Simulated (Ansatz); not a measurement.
Consider interstitial Cu in cuprite, charge state +1. Method: PBE, PAW (plane waves to 420 eV; Ansatz, an electronic-structure program).

48-site cell at the relaxed PBE lattice, one k-point at (0.250, 0.250, 0.250), smearing 0.05 eV, spin-restricted, no finite-size correction. No zero-point or tunnelling terms. PBE gaps are too small, and in this host the defect's levels may merge with the bands. The charge state is imposed; whether it is stable for some Fermi level was not computed. Sites that were not tried may lie lower.

Barriers: single points on a 2×2×2 k-point mesh shifted by half a step at the bands' geometries.

The step: a concerted move, in which Cu travels most; the atom moves 1.88 Å along (0.25, 0.26, 0.25) of the unit cell; the moving atom starts with neighbours 3 Cu at 2.43, 3 Cu at 2.44; 2 O at 1.99 Å and ends with 4 Cu at 2.39; 2 O at 2.00 Å.

Give the migration barrier of this step at the level PBE, PAW.

0.44 eV forward and 0.034 eV backward. At the saddle the moving atom has neighbours Cu at 2.30, 2 Cu at 2.37, Cu at 2.45; O at 2.02, O at 2.20 Å. The program found a first-order saddle point.
